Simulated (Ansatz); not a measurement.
An Ansatz (an electronic-structure program) run: TiO2 with a change (uniaxial strain ε_xx = +5.27 %); Ansatz r2SCAN, scalar-relativistic without spin-orbit coupling.

Input:

Ansatz 0.2 input:
```yaml
crystal:
  lattice:
    - [-1.9884816264, 1.8889347643, 4.7918903687]
    - [1.9884816264, -1.8889347643, 4.7918903687]
    - [1.9884816264, 1.8889347643, -4.7918903687]
  atoms:
    - { symbol: Ti, position: [0.5, 0.5, 0] }
    - { symbol: Ti, position: [0.25, 0.75, 0.5] }
    - { symbol: O, position: [0.2927290086, 0.2927290086, 0] }
    - { symbol: O, position: [0.0427290086, 0.5427290086, 0.5] }
    - { symbol: O, position: [0.4572709914, 0.9572709914, 0.5] }
    - { symbol: O, position: [0.7072709914, 0.7072709914, 0] }
basis: { ecutwfc: 500, ecutrho_ratio: 4, xc_grid: 4, fft_grid_basis: typed }
kpoints: { mp_grid: { grid: [12, 12, 12] } }
hamiltonian:
  xc: r2scan
  dispersion: none
  pseudopotentials: { kind: paw }
scf: { occupations: { method: fermi_dirac, width: 0.05 }, convergence: { dr2_threshold: 0.0000000006 } }
relax: { f_tol: 0.005, max_steps: 50 }
output: { forces: true, stress: true }
checkpoint: { write: state.ck, write_every: 1000 }
```

Output (explanatory and most iteration lines left out):

```
Relaxation: its limit of steps is 50 (relax.max_steps)
Pseudopotential: Ti, paw, valence charge 12
Pseudopotential: O, paw, valence charge 6
Crystal: 6 atoms, lattice volume = 71.996 Å³
Basis set: ecut = 500 eV, 1809 PW (Γ), exchange–correlation on 180×180×180 points (64 copies of the dense FFT grid, shifted against one another)
Bands: 30, of which v1, the nominal top of the filled ones, is band 24 counted from 1 (23 counted from 0)
Symmetry: 8 space group operations
Space group: Imma (ITA 74), of the structure as read, at distance tolerance 4.2e-5 Å
k-points: 280 of 1728
Functional: x = r2scan, c = r2scan; τ floored in thin density (d = 2e-4 eV/Å³)
SCF iter   1: F=—  HF=-7292.420500 eV  |F-HF|=—  |Δ(HF+E_count)|=         —  Δρ=2.74e-2  dr2=6.49e-1  dr2_τ=3.69e-1  ethr=1.77e-3  ⟨swp⟩=5.0  Hψ=34380  notcnv=0
SCF iter   2: F=—  HF=-7292.432280 eV  |F-HF|=—  |Δ(HF+E_count)|=   1.18e-2  Δρ=1.37e-2  dr2=7.44e-2  dr2_τ=3.64e-2  ethr=1.35e-3  ⟨swp⟩=2.9  Hψ=18238  notcnv=0  defer=458
SCF 1 converged in 10 iterations: F = -7292.422209 eV  dr2 = 1.04e-10
relax step   1: F+E_penalty+E_count = -7292.42220869 eV  Δ(F+E_penalty+E_count) = +0.000e0 eV  max|allowed force component| = 1.183e0 eV/Å  Δτ_max = 0.0000 Å  (10 SCF iters, accepted)
Crystal: 6 atoms, lattice volume = 71.996 Å³
SCF iter   1: F=—  HF=-7292.434304 eV  |F-HF|=—  |Δ(HF+E_count)|=         —  Δρ=3.28e-3  dr2=3.30e-3  dr2_τ=7.57e-2  ethr=7.37e-6  ⟨swp⟩=2.0  Hψ=29907  notcnv=0  defer=447
SCF iter   2: F=—  HF=-7292.458461 eV  |F-HF|=—  |Δ(HF+E_count)|=   2.42e-2  Δρ=1.64e-3  dr2=6.43e-4  dr2_τ=1.26e-4  ethr=6.88e-6  ⟨swp⟩=2.0  Hψ=14985  notcnv=0  defer=447
SCF 2 converged in 9 iterations: F = -7292.458594 eV  dr2 = 9.32e-11
relax step   2: F+E_penalty+E_count = -7292.45859363 eV  Δ(F+E_penalty+E_count) = -3.638e-2 eV  max|allowed force component| = 5.878e-1 eV/Å  Δτ_max = 0.0231 Å  (9 SCF iters, accepted)
Crystal: 6 atoms, lattice volume = 71.996 Å³
SCF iter   1: F=—  HF=-7292.445548 eV  |F-HF|=—  |Δ(HF+E_count)|=         —  Δρ=4.56e-3  dr2=1.03e-2  dr2_τ=1.28e-1  ethr=1.16e-4  ⟨swp⟩=4.0  Hψ=23356  notcnv=0  defer=457
SCF iter   2: F=—  HF=-7292.482036 eV  |F-HF|=—  |Δ(HF+E_count)|=   3.65e-2  Δρ=2.38e-3  dr2=3.39e-3  dr2_τ=2.20e-4  ethr=2.15e-5  ⟨swp⟩=2.0  Hψ=18022  notcnv=0  defer=458
SCF 3 converged in 10 iterations: F = -7292.481487 eV  dr2 = 1.22e-10
relax step   3: F+E_penalty+E_count = -7292.48148694 eV  Δ(F+E_penalty+E_count) = -2.289e-2 eV  max|allowed force component| = 9.818e-2 eV/Å  Δτ_max = 0.0240 Å  (10 SCF iters, accepted)
Crystal: 6 atoms, lattice volume = 71.996 Å³
SCF iter   1: F=—  HF=-7292.482098 eV  |F-HF|=—  |Δ(HF+E_count)|=         —  Δρ=6.36e-4  dr2=2.44e-4  dr2_τ=5.27e-3  ethr=1.19e-5  ⟨swp⟩=2.0  Hψ=18178  notcnv=0  defer=462
SCF iter   2: F=—  HF=-7292.482320 eV  |F-HF|=—  |Δ(HF+E_count)|=   2.23e-4  Δρ=3.65e-4  dr2=1.09e-4  dr2_τ=4.35e-6  ethr=5.08e-7  ⟨swp⟩=2.0  Hψ=15035  notcnv=0  defer=461
SCF 4 converged in 9 iterations: F = -7292.482220 eV  dr2 = 3.64e-10
relax step   4: F+E_penalty+E_count = -7292.48222010 eV  Δ(F+E_penalty+E_count) = -7.332e-4 eV  max|allowed force component| = 4.985e-3 eV/Å  Δτ_max = 0.0076 Å  (9 SCF iters, accepted)
Crystal: 6 atoms, lattice volume = 71.996 Å³
SCF iter   1: F=—  HF=-7292.482220 eV  |F-HF|=—  |Δ(HF+E_count)|=         —  Δρ=8.94e-7  dr2=3.64e-10  dr2_τ=5.00e-11  ethr=1.00e-12  ⟨swp⟩=2.1  Hψ=43901  notcnv=0  defer=446
SCF iter   2: F=-7292.482220 eV  HF=-7292.482220 eV  |F-HF|=5.00e-11  |Δ(HF+E_count)|=  1.00e-10  Δρ=4.56e-7  dr2=9.67e-11  dr2_τ=1.52e-11  ethr=1.00e-12  ⟨swp⟩=4.0  Hψ=24170  notcnv=0
SCF 5 converged in 2 iterations: F = -7292.482220 eV  dr2 = 9.67e-11
SCF converged after 2 iterations
Free energy (F): -7292.482220 eV
Internal energy: -7292.482220 eV  (E = F + TS)
E sigma→0 (E₀):  -7292.482220 eV
Fermi energy:    7.460675 eV
--- Forces (eV/Å), atoms counted from 1 ---
  atom   1  Ti     0.00000000     0.00000000    -0.00110490
  atom   2  Ti     0.00000000     0.00000000     0.00110490
  atom   3  O      0.00000000     0.00000000     0.00498493
  atom   4  O      0.00000000     0.00000000     0.00178907
  atom   5  O      0.00000000     0.00000000    -0.00498493
  atom   6  O      0.00000000     0.00000000    -0.00178907
--- Stress (GPa, compression-positive) ---
      -14.624233       0.000000       0.000000
        0.000000      -7.047150       0.000000
        0.000000       0.000000      -5.995846
  P = ⅓ Tr σ = -9.2224 GPa (-92.224 kbar)
--- Relaxed structure (4 steps of the walk, 4 accepted, 0 SCFs on fresh bases) ---
  atoms:
    - { symbol: Ti, position: [0.49497671008566374, 0.49497671008566374, 5.044494751091582e-37] }
    - { symbol: Ti, position: [0.25502328991433626, 0.7550232899143363, 0.5] }
    - { symbol: O, position: [0.2939629553570805, 0.2939629553570805, -1.0088989502183166e-36] }
    - { symbol: O, position: [0.04152141737997388, 0.5415214173799738, 0.5] }
    - { symbol: O, position: [0.45603704464291944, 0.9560370446429195, 0.49999999999999994] }
    - { symbol: O, position: [0.708478582620026, 0.708478582620026, 5.044494751091582e-37] }
```

Stability against distortions was not tested. The final runs are not spin-polarised. The cell was made from TiO$_{2}$ in the anatase structure (space group I4_1/amd, No. 141) by this change: uniaxial strain ε_xx = +5.27 %.
